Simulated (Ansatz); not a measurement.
Relaxation of the outer planes of the (10-12) surface of hcp Ti in its 1x1 cell, outermost plane spacing 0.57 Å in the ideal cut (one of several cuts of this face).

Computed with PBE (plane waves to 420 eV, PAW; Ansatz, a first-principles code).

Set-up: 14 atoms, 10.9 Å thick at the start; mesh 13x6x1; 0.1 eV smearing; dipole correction on; all atoms relaxed; start symmetry kept, larger cells not searched; no spin, no spin-orbit, no U.

```csv
plane,atoms,bulk spacing to the next (Å),relaxed spacing (Å),change (%),rumpling (Å)
1,Ti,0.572,[?],[?],0.00
2,Ti,1.145,1.193,4.2,0.00
```

Q: Complete the blanks.

A: 
- 1, relaxed spacing (Å): 0.410
- 1, change (%): -28.4
